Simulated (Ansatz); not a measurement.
Effect of pressure 9 GPa on Li

Base system: Li in the bcc (W type) structure (space group Im-3m, No. 229; a = 3.4352 Å).

Now apply this change: a hydrostatic pressure of 9 GPa.

The values are results of PBE, PAW, 420 eV (Ansatz, an electronic-structure program; no spin-orbit coupling), not measurements. Settings: 19×19×19 k-points, 0.05 eV Fermi–Dirac smearing.

```csv
quantity,base,changed,shift
shortest interatomic distance,2.975 Å,2.641 Å,-0.334 Å
band gap,zero,zero,–
```

Final structure:

```
Li
1.0
   -1.52502     1.52502     1.52502
    1.52502    -1.52502     1.52502
    1.52502     1.52502    -1.52502
Li
1
Direct
  0.00000   0.00000   0.00000
```

Load acts through the strain it causes; cell and atoms are relaxed under it. Whether these cells are dynamically stable was not tested. Measured, Li leaves this structure (for fcc) near 7.5 GPa (temperature not stated; as listed in Olga Degtyareva, NATO science for peace and security series. B, Physics and biophysics (2010)).
